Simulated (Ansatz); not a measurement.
Input and output of a self-consistent single point for LaGe3Ir (I4mm, 5 atoms in the cell) (Ansatz, a first-principles code).

Method of the run: PBEsol, PAW files made with PBE (plane waves; Ansatz).

The change in words: lattice scaled by 0.98. Reference geometry:
```
LaGe3Ir
1.0
   -2.22450     2.22450     5.05379
    2.22450    -2.22450     5.05379
    2.22450     2.22450    -5.05379
La Ge Ir
1 3 1
Direct
  0.57853   0.57853   0.00000
  0.34263   0.84263   0.50000
  0.84263   0.34263   0.50000
  0.00049   0.00049   0.00000
  0.23877   0.23877   0.00000
```

Reference input (self-consistent single point, DFT, PBEsol, plane waves, PAW files made with PBE): basis.ecutwfc = 420 eV; kpoints.mp_grid.grid = 6 6 6; hamiltonian.xc = pbesol; hamiltonian.pseudopotentials = {kind: paw} (the program's default PAW files); scf.occupations.method = fermi_dirac; scf.occupations.width = 0.1 eV. This run's input differs from it in these lines:

```diff
@@ -2,5 +2,5 @@
   lattice:
-    - [-2.224504, 2.224504, 5.053786]
-    - [2.224504, -2.224504, 5.053786]
-    - [2.224504, 2.224504, -5.053786]
+    - [-2.180014, 2.180014, 4.952710]
+    - [2.180014, -2.180014, 4.952710]
+    - [2.180014, 2.180014, -4.952710]
   atoms:
```

Log, with long lists cut:

```
SCF iter   1: F=—  HF=-30728.012601 eV  |F-HF|=—  |Δ(HF+E_count)|=         —  Δρ=8.00e-2  dr2=1.37e1  ethr=3.10e-3  ⟨swp⟩=6.0  Hψ=9106  notcnv=0
all-band conjugate gradients solve this SCF's bands
automatic band count: the SCF goes on with 49 bands, as 42 were too few: the levels above may hold too much charge
preconditioner: auto → Kerker (q_TF=auto, 2.597 Å⁻¹)
   [... lines left out ...]
SCF iter   7: F=—  HF=-30726.214153 eV  |F-HF|=—  |Δ(HF+E_count)|=   2.26e-4  Δρ=1.44e-4  dr2=3.36e-5  ethr=1.20e-6  ⟨swp⟩=2.0  Hψ=2378  notcnv=0  defer=12
SCF iter   8: F=—  HF=-30726.214145 eV  |F-HF|=—  |Δ(HF+E_count)|=   7.87e-6  Δρ=5.89e-5  dr2=4.17e-6  ethr=4.80e-8  ⟨swp⟩=2.0  Hψ=2402  notcnv=0  defer=12
SCF iter   9: F=—  HF=-30726.214140 eV  |F-HF|=—  |Δ(HF+E_count)|=   4.80e-6  Δρ=1.55e-5  dr2=3.10e-7  ethr=5.96e-9  ⟨swp⟩=2.0  Hψ=2366  notcnv=0  defer=12
SCF iter  10: F=-30726.214140 eV  HF=-30726.214140 eV  |F-HF|=5.59e-8  |Δ(HF+E_count)|=   3.08e-8  Δρ=6.81e-6  dr2=6.93e-8  ethr=1.43e-10  ⟨swp⟩=7.2  Hψ=6419  notcnv=0
SCF 1 converged in 10 iterations: F = -30726.214140 eV  dr2 = 6.93e-8
Free energy (F): -30726.214140 eV
Internal energy: -30726.158819 eV  (E = F + TS)
E sigma→0 (E₀):  -30726.186479 eV
Entropy (-TS):   -0.055321 eV (-11.064 meV/atom)
Fermi energy:    14.989233 eV
--- Forces (eV/Å), atoms counted from 1 ---
  atom   1  La     0.00000000    -0.00000000     0.11083021
  atom   2  Ge     0.00000000     0.00000000     0.16913400
  atom   3  Ge     0.00000000    -0.00000000     0.16913400
  atom   4  Ge    -0.00000000     0.00000000    -0.25466847
  atom   5  Ir    -0.00000000     0.00000000    -0.19443557
--- Stress (GPa, compression-positive) ---
        5.129967       0.000000      -0.000000
        0.000000       5.129967       0.000000
       -0.000000      -0.000000       5.750929
  P = ⅓ Tr σ = 5.3370 GPa (53.370 kbar)
  The stress holds the Pulay correction. Without it, at fixed plane waves, as pw.x and ABINIT print it: P = 5.2901 GPa
```

The run converged in 10 iterations. Against the reference run the free energy rises by 8.7 meV/atom, the pressure goes from -2.51 to 5.34 GPa and the largest force goes from 0.081 to 0.255 eV/Å.

The starting cell comes from a database of computed structures (which also holds hypothetical and non-ambient phases and stackings), without a prior relaxation at this level. Its lattice was rescaled by a random factor within 2.5 % of one. For this run, on top of that: lattice scaled by 0.98. Spin polarisation is off. With a pressure of about 5 GPa the cell is away from its equilibrium volume at this level. Ansatz's pressure includes its estimate of the finite-basis (Pulay) stress.

Keys are those of Ansatz 0.2.
